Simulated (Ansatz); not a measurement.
CdSe in the zinc blende structure, quasi-harmonic lattice dynamics with LDA in Ansatz (a first-principles code). The cell was generated from a structure type, relaxed within its symmetry, and need not be the phase found at ambient conditions. Dynamical quadrupoles are not included in the interpolation of the phonons between the solved wave vectors.

| T (K) | α_L (10⁻⁶/K) | C_P (J/mol/K) | bulk modulus B_T (GPa) | γ |
|---|---|---|---|---|
| 50 | -3.1 | 21.6 | 57.0 | -0.82 |
| 100 | 0.3 | 36.8 | 56.3 | 0.05 |
| 150 | 2.1 | 43.1 | 55.6 | 0.26 |
| 200 | 2.9 | 45.9 | 54.9 | 0.34 |
| 300 | 3.7 | 48.1 | 53.4 | 0.40 |
| 350 | 3.9 | 48.6 | 52.7 | 0.42 |
| 550 | 4.6 | (withheld) | 49.9 | 0.46 |
| 700 | 5.1 | 49.8 | (withheld) | 0.48 |

Question: Complete the blanks.

Answer: 
- 550, C_P (J/mol/K): 49.5
- 700, bulk modulus B_T (GPa): 47.8

The crystal is held in this phase throughout; melting and phase transitions are not modelled.

The PAW data sets were generated under PBE and serve the other functionals too.
